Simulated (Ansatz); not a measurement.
# Os: pressure series

The reference is Os in the hcp (Mg type) structure (space group P6_3/mmc, No. 194; a = 2.729 Å, c = 4.306 Å).

Cell and atoms are relaxed at each pressure.

Level of theory: Kohn–Sham DFT with the PBEsol functional, run in Ansatz (a first-principles code) with PAW and 420 eV plane waves, no spin-orbit coupling.

Notes on the quantities. enthalpy: H = E + PV relative to the base's energy.

| case | lattice parameter a | enthalpy |
|---|---|---|
| base | 2.729 Å | – |
| pressure −2 GPa | 2.734 Å | -0.17 eV/atom |
| pressure −1 GPa | 2.732 Å | -0.09 eV/atom |
| pressure 0.9 GPa | 2.727 Å | +0.08 eV/atom |
| pressure 2.1 GPa | (withheld) | +0.18 eV/atom |
| pressure 4.5 GPa | 2.720 Å | +0.39 eV/atom |
| pressure 9 GPa | 2.711 Å | +0.77 eV/atom |
| pressure 15 GPa | 2.699 Å | +1.28 eV/atom |
| pressure 22.5 GPa | 2.685 Å | +1.90 eV/atom |
| pressure 30 GPa | 2.673 Å | +2.52 eV/atom |

### Question
Some entries are withheld; estimate them.

### Answer

- pressure 2.1 GPa, lattice parameter a: 2.725 Å

Load acts through the strain it causes; cell and atoms are relaxed under it. Whether these cells are dynamically stable was not tested. No other phases were tried under pressure. All final runs are without spin polarisation.
